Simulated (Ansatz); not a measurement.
Results of BLYP (plane waves, PAW; Ansatz, a first-principles code) for Ti4AlN3 (P6₃/mmc, No. 194).

Settings: plane-wave cutoff 520 eV, 24×24×4 k mesh (along the axes of the cell as run), Fermi–Dirac smearing 0.05 eV, no spin polarisation, scalar-relativistic PAW data made under PBE.

Computed at the level's own relaxed cell.

Q: Predict the bulk modulus, lattice parameter a, equilibrium volume per atom, lattice parameter c and pressure derivative B′ of the bulk modulus.

A: 
* **bulk modulus**: 180 GPa
* **lattice parameter a**: 3.030 Å
* **equilibrium volume per atom**: 11.75 Å³/atom
* **lattice parameter c**: 23.632 Å
* **pressure derivative B′ of the bulk modulus**: 4.6

Measured, for comparison: bulk modulus 216 ± 2 GPa (room temperature, not corrected to a static lattice; as tabulated in High pressure study of Ti4AlN3 to 55 GPa). Computed (rounded) less measured: bulk modulus -17 %.

Note: the run has no spin polarisation, so it can have missed a magnetic state; the bulk modulus comes from volumes at which shape and atoms were relaxed.

Computed values are for the static lattice.

Computing time: roughly 2.6 core-hours.
